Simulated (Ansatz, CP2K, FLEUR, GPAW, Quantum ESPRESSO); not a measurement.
Code comparison for SrZn2Ge2 (I4/mmm, 5 atoms in the cell)

Self-consistent single point, at a second geometry (lattice scaled by 0.98). First geometry:

```
CELL_PARAMETERS angstrom
     -2.15190     2.15190     5.15935
      2.15190    -2.15190     5.15935
      2.15190     2.15190    -5.15935
ATOMIC_POSITIONS crystal
  Sr 0.00000 0.00000 0.00000
  Zn 0.25000 0.75000 0.50000
  Zn 0.75000 0.25000 0.50000
  Ge 0.62041 0.62041 0.00000
  Ge 0.37959 0.37959 0.00000
```

Shared settings, as Ansatz (a quantum-chemistry and plane-wave program) writes them: kpoints.mp_grid.grid = 6 6 6; scf.occupations.method = fermi_dirac; scf.occupations.width = 0.1 eV. Potentials and cutoffs stand in the table.

| code | model | ΔF from the first geometry (meV/atom) | pressure (GPa) | largest force (eV/Å) | cutoff |
|---|---|---|---|---|---|
| Quantum ESPRESSO | PBEsol, PSlibrary PAW (PBE) pseudopotentials | 36.9 | 7.34 | 0.089 | 50 Ry |
| CP2K | PBEsol, GPW, TZVP-MOLOPT-SR-GTH basis, GTH-PBE potentials (GTH_POTENTIALS) | 51.2 | 10.23 | 0.039 | grid 600 Ry |
| Ansatz | PBEsol, PAW files made with PBE | 34.5 | 7.60 | 0.100 | default |
| FLEUR | PBEsol, all-electron FLAPW (FLEUR), scalar-relativistic valence | 34.8 | – | – | Kmax 3.8 1/bohr |
| GPAW | PBEsol, GPAW PAW datasets PBEsol (made by gpaw-setup) | 37.0 | 8.08 | 0.058 | 850 eV |

For Quantum ESPRESSO (by 0.7 GPa) the energy change implies a higher mean pressure, against the two pressures, than for the other programs: a sign of finite-basis (Pulay) stress.

A dash marks a value that a program does not give, or that is left out as unsure.

The spread over the programs that give each value: ΔF from the first geometry within 16.7 meV/atom; pressure within 2.89 GPa; largest force within 0.061 eV/Å.

CP2K uses small atom-centred bases, whose incompleteness enters pressures, forces and empty levels differently from a plane-wave cutoff. FLEUR treats all electrons, but the usual bases taken here (sphere radii, linearisation, local orbitals, empty states) were not tested for convergence, so the values are no reference for the others. Ansatz's pressure is given at a fixed set of plane waves, as the other plane-wave codes print theirs; with its correction for the finite basis it is 7.65 GPa. In the pressure, CP2K (by 2.63) lies more than 1 GPa from the median of the plane-wave programs.

The starting cell comes from a database of computed structures (which also holds hypothetical and non-ambient phases and stackings), without a prior relaxation at this level. Its lattice was rescaled by a random factor within 2.5 % of one. For this run, on top of that: lattice scaled by 0.98.

Left out of this page: SIESTA (unsound by tests on forces, stress, charge or solver warnings).

Keys are those of Ansatz 0.2.
